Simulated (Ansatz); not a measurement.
System: Cr₃Ru (Pm-3n, No. 223, 8 atoms in the cell; start mp-1272). Method: LDA (PAW; Ansatz, a program for electronic structure).

Input file:

Ansatz 0.2 input:
```yaml
crystal:
  lattice:
    - [4.5644772737, 0.0, 0.0]
    - [0.0, 4.5644772737, 0.0]
    - [0.0, 0.0, 4.5644772737]
  atoms:
    - { symbol: Cr, position: [0.25, 0.0, 0.5] }
    - { symbol: Cr, position: [0.75, 0.0, 0.5] }
    - { symbol: Cr, position: [0.5, 0.75, 0.0] }
    - { symbol: Cr, position: [0.5, 0.25, 0.0] }
    - { symbol: Cr, position: [0.0, 0.5, 0.75] }
    - { symbol: Cr, position: [0.0, 0.5, 0.25] }
    - { symbol: Ru, position: [0.0, 0.0, 0.0] }
    - { symbol: Ru, position: [0.5, 0.5, 0.5] }
basis:
  ecutwfc: 520
  ecutrho_ratio: 4
  xc_grid: 2
kpoints:
  mp_grid: { grid: [12, 12, 12] }
hamiltonian:
  xc: lda
  dispersion: none
  pseudopotentials: { kind: paw }
scf:
  occupations: { method: fermi_dirac, width: 0.05 }
output:
  forces: true
  stress: true
  eigenvalues: true
relax:
  f_tol: 0.004
  escape_saddle: false
  max_steps: 80
```

Output (set-up and result lines):

```
WARN output.stress: scf.convergence.dr2_threshold = 1e-7 eV (the SCF's general default) is looser than the 8e-10 eV advised for a printed stress (1e-10 eV for …
Relaxation: its limit of steps is 80 (relax.max_steps)
Crystal: 8 atoms, lattice volume = 95.098 Å³
Basis set: ecut = 520 eV, 2553 PW (Γ), exchange–correlation on 72×72×72 points (8 copies of the dense FFT grid, shifted against one another)
Bands: 70, of which v1, the nominal top of the filled ones, is band 58 counted from 1 (57 counted from 0)
Symmetry: 48 space group operations
Space group: Pm-3n (ITA 223), of the structure as read, at distance tolerance 4.6e-5 Å
k-points: 84 of 1728
Functional: x = slater, c = lda
SCF iter   1: F=—  HF=-31454.365377 eV  |F-HF|=—  |Δ(HF+E_count)|=         —  Δρ=8.88e-3  dr2=6.73e-2
SCF iter   2: F=—  HF=-31454.356254 eV  |F-HF|=—  |Δ(HF+E_count)|=   9.12e-3  Δρ=3.82e-3  dr2=1.34e-2
  ...
SCF iter   5: F=—  HF=-31454.354657 eV  |F-HF|=—  |Δ(HF+E_count)|=   1.07e-5  Δρ=6.94e-5  dr2=5.67e-6
SCF iter   6: F=-31454.354657 eV  HF=-31454.354657 eV  |F-HF|=1.18e-8  |Δ(HF+E_count)|=   7.64e-7  Δρ=7.92e-6  dr2=2.76e-8
SCF 1 converged in 6 iterations: F = -31454.354657 eV  dr2 = 2.76e-8
SCF converged after 6 iterations
Free energy (F): -31454.354657 eV
Internal energy: -31454.259793 eV  (E = F + TS)
E sigma→0 (E₀):  -31454.307225 eV
Fermi energy:    20.645259 eV
--- Stress (GPa, compression-positive) ---
       -5.845225      -0.000000       0.000000
        0.000000      -5.845225       0.000000
        0.000000       0.000000      -5.845225
  P = ⅓ Tr σ = -5.8452 GPa (-58.452 kbar)
```

The cell is one volume of an energy–volume scan, off the minimum.

The PAW data were made under PBE.

Note: the run has no spin polarisation, so it can have missed a magnetic state. Note: the relaxation could not lower the start's symmetry, so the cell can be a saddle point above a distorted one.

A start named mp-… is a Materials Project structure, which need not be a measured phase.
